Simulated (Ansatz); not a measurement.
The starting structures come from a database of crystals and need not be the phases stable at ambient conditions.

Where the default PAW files enter, the runs use the earlier of Ansatz's two default sets.

Evanescent states of TlBr (Fm-3m, rock salt, not sure to be the ambient phase, 2 atoms a cell, 38.9 Å³ an atom, -2 GPa at this level) along the normal of (001)

Computed with PBEsol (plane waves, PAW; Ansatz, a quantum-chemistry and plane-wave program).

The gap is the functional's own, uncorrected, and κ follows it; spin-orbit coupling is left out. Mid-gap means the computed energy nearest the middle.

Energies count from the valence-band top; κ is the least over a 6×6 mesh across the current.

| E (eV) | κ (1/Å) | where |
|---|---|---|
| 0.06 | 0.080 | off Γ |
| 0.18 | 0.127 | off Γ |
| 0.30 | 0.153 | off Γ |
| 0.42 | 0.170 | off Γ |
| 0.54 | 0.181 | off Γ |
| 0.66 | 0.189 | off Γ |
| 0.78 | 0.195 | off Γ |
| 0.90 | 0.198 | off Γ |
| 1.02 | 0.199 | off Γ |
| 1.14 | 0.198 | off Γ |
| 1.26 | 0.196 | off Γ |
| 1.38 | 0.192 | off Γ |
| 1.50 | 0.185 | off Γ |
| 1.62 | 0.176 | off Γ |
| 1.74 | 0.164 | off Γ |
| 1.86 | 0.147 | off Γ |
| 1.98 | 0.124 | off Γ |
| 2.10 | 0.086 | off Γ |

Problem. How thick must the barrier be to attenuate the transmission by 10^4 when the electrodes' Fermi level lies at 0.90 eV, and what attenuation does that film give at 1.98 eV?

Solution. d = 4 ln 10 / (2 × 0.198) = 23.3 Å. At 1.98 eV it gives 4 × 0.124/0.198 = 2.5 decades.
